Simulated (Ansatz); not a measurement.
The starting structures come from a database of crystals and need not be the phases stable at ambient conditions.

 Where the default PAW files enter, the runs use the earlier of Ansatz's two default sets.

The decay constant κ of evanescent states in the gap governs leakage through a thin film.

Consider the following.

```
Ba2LaO6Sb
1.0
    6.13815     0.00000     0.00000
   -3.06907     5.31579     0.00000
    3.06908     1.77193     4.95891
Ba La Sb O
2 1 1 6
Cartesian
  3.06908   5.31579   3.74056
  3.06908   1.77193   1.21835
  0.00000   0.00000   0.00000
  6.13815   3.54386   2.47946
  1.52644   2.96012   3.62893
  4.61172   4.12761   1.32998
  5.88047   5.15767   3.62893
  0.25768   1.93006   1.32998
  4.86939   2.51380   3.62893
  1.26876   4.57392   1.32998
```

Space group of this cell: R-3. The cell is taken as given; by PBEsol its mean pressure is -1.6 GPa.

Transport runs along the normal of the first two printed cell vectors, the (001) plane of the conventional cell.

The gap is the functional's own. No spin-orbit coupling. Mid-gap values are interpolated on the energy grid.

### Question
State the band gap and the smallest decay constant κ at mid-gap according to PBEsol (Ansatz, an electronic-structure program).

### Answer
Gap 4.11 eV on a 8×8×8 mesh; κ = 0.343 1/Å, at the zone centre.
